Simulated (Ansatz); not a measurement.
# HfO2, pressure series

Consider HfO2 (space group P2_1/c, No. 14; a = 5.162 Å, b = 5.213 Å, c = 5.353 Å, α = γ = 90.00°, β = 99.66°).

Cell and atoms are relaxed at each pressure.

Method: Kohn–Sham DFT with the PBE functional, run in Ansatz (an electronic-structure program) with PAW and 420 eV plane waves, no spin-orbit coupling, earlier PAW set.

Notes on the quantities. enthalpy: H = E + PV relative to the base's energy.

```csv
change,band gap,enthalpy,density,gap character
base,4.04 eV,–,9.85 g/cm³,"indirect, Γ → Y₂"
pressure −1 GPa,4.04 eV,-0.07 eV/atom,9.80 g/cm³,"indirect, Γ → Y₂"
pressure 0.9 GPa,4.04 eV,+0.07 eV/atom,9.89 g/cm³,"indirect, Γ → Y₂"
pressure 2.1 GPa,4.04 eV,+0.15 eV/atom,9.96 g/cm³,"indirect, Γ → Y₂"
pressure 4.5 GPa,4.06 eV,+0.33 eV/atom,10.09 g/cm³,"indirect, Γ → Y₂"
pressure 9 GPa,4.24 eV,+0.65 eV/atom,10.37 g/cm³,–
pressure 22.5 GPa,4.73 eV,+1.56 eV/atom,11.18 g/cm³,direct at Γ
pressure 30 GPa,4.70 eV,+2.04 eV/atom,11.62 g/cm³,direct at Y₂
```

With Hf present, leaving out spin-orbit coupling can change the band edges. Load acts through the strain it causes; cell and atoms are relaxed under it. Stability against distortions was not tested. Competing high-pressure phases were not computed.
